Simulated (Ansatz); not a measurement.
# What Sb → Nb does to InSb

The parent structure is InSb in the zinc blende structure (space group F-43m, No. 216; a = 6.6350 Å).

One thing is altered: Nb takes the place of Sb on all its sites, then cell and atoms are relaxed.

Computed with PBE (Ansatz, a quantum-chemistry and plane-wave program), without spin-orbit coupling, earlier PAW set. Settings: 13×13×13 k-points, 0.05 eV Fermi–Dirac smearing, for the changed cell.

```yaml
volume_per_atom: 31.33 Å³ (base 36.51 Å³)
density: 5.51 g/cm³ (base 5.38 g/cm³)
lattice_parameter_a: 6.305 Å (base 6.635 Å)
shortest_interatomic_distance: 2.730 Å (base 2.873 Å)
band_gap: zero (base zero)
```

Final structure:

```yaml
crystal:
  lattice:
    - [0.00000, 3.15233, 3.15233]
    - [3.15233, 0.00000, 3.15233]
    - [3.15233, 3.15233, 0.00000]
  atoms:
    - { symbol: Nb, position: [0.75000, 0.75000, 0.75000] }
    - { symbol: In, position: [0.00000, 0.00000, 0.00000] }
```

With Sb present, leaving out spin-orbit coupling can change the band edges. Whether these cells are dynamically stable was not tested. As relaxed here, NbIn is a hypothetical phase, not in the database extracts checked. All final runs are without spin polarisation. NbIn has a high density of states at the Fermi level and may be magnetic at this level. A zero or small gap of InSb can be the functional's error rather than a property of the material.
